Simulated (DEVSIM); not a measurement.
**abrupt Si p-n junction**

Structure: abrupt Si p-n junction, at 300 K.

```
layer (left to right)  material  thickness (μm)  Nd (cm⁻³)  Na (cm⁻³)  τn (s)  τp (s)
---------------------  --------  --------------  ---------  ---------  ------  ------
1                            Si           0.250          -     3.1e16  8.5e-7  8.5e-7
2                            Si             290     1.4e17          -  8.5e-7  8.5e-7
```

Left contact: ohmic. Right contact: ohmic. Voltage is applied to the left contact. Recombination: SRH at mid-gap, radiative. Mobility is μmin + (μ − μmin)/(1 + (N/Nref)^α).

This is a model device: material constants are rounded textbook-type values typed into the input, and sizes, dopings and lifetimes were drawn at random. Values at 300 K.

```csv
parameter,Si
gap (eV),1.124
affinity (eV),4.05
permittivity,11.7
Nc (cm⁻³),2.86e19
Nv (cm⁻³),3.1e19
μn (cm²/Vs),1417
μp (cm²/Vs),470
"μn,min",52
"μp,min",45
"Nref,n",9.7e16
"Nref,p",2.2e17
αn,0.68
αp,0.72
B (cm³/s),4.7e-15
```

DEVSIM, 1D drift-diffusion, Boltzmann statistics, complete ionisation; no tunnelling, impact ionisation, image-force lowering or self-heating.

```
Property                                            Value
---------------------------------------------  ----------
Potential step across the device at zero bias     0.808 V
Largest field in the device at zero bias       77000 V/cm
Dark forward voltage at 1 A/cm²                   0.540 V
Dark forward voltage at 100 A/cm²                 0.861 V
```

Dark reverse current:

| V (V) | J (A/cm²) |
|---|---|
| -0.04 | -2.5e-9 |
| -0.10 | -4.1e-9 |
| -0.20 | -5.8e-9 |
| -0.30 | -7.4e-9 |
| -0.40 | -9.0e-9 |
| -0.60 | -1.2e-8 |
| -0.80 | -1.5e-8 |
| -1.00 | -1.9e-8 |
| -1.30 | -2.5e-8 |
| -1.60 | -3.1e-8 |
| -2.00 | -4.0e-8 |

Small-signal capacitance in reverse bias (quasi-static):

| V (V) | C (nF/cm²) |
|---|---|
| -0.04 | 51.4 |
| -0.1 | 49.6 |
| -0.2 | 46.9 |
| -0.3 | 44.7 |
| -0.4 | 42.7 |
| -0.6 | 39.6 |
| -0.8 | 37.3 |
| -1 | 35.7 |
| -1.3 | 34.2 |
| -1.6 | 33.3 |
| -2 | 32.6 |
